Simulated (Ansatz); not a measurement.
```
CELL_PARAMETERS angstrom
      3.08864     0.00000     0.00000
      0.00000     3.08864     0.00000
      1.54432     1.54432     2.18399
ATOMIC_POSITIONS crystal
  Al 0.00000 0.00000 0.00000
  N  0.25000 0.75000 0.50000
```

Space group of this cell: F-43m, zinc blende. The cell is taken as given.

Method: r2SCAN (plane waves, PAW; Ansatz, a first-principles code).

The current runs along the normal of the first two printed vectors; no spin-orbit coupling. Scaled by the factor s: the length along the current (ions clamped). Meshes 14×14×14 and 10×10 across the current in all rows.

```json
[
 {"s": "0.97", "mean pressure (GPa)": "7.0", "band gap (eV)": "3.79"},
 {"s": "1.00", "mean pressure (GPa)": "0.3", "band gap (eV)": "3.94"},
 {"s": "1.03", "mean pressure (GPa)": "-5.7", "band gap (eV)": "?"}
]
```

Problem. Take the slope of the band gap against ln s from the two given rows, extrapolate to s = 1.03, and say what the run there gives.

Solution. Slope = (3.79 − 3.94) / ln 0.97 = 4.92 eV. The line gives 3.94 + (4.92) × ln 1.03 = 4.09 eV. The run gives 3.83 eV, 0.26 eV under the line, 176 % of the predicted step.
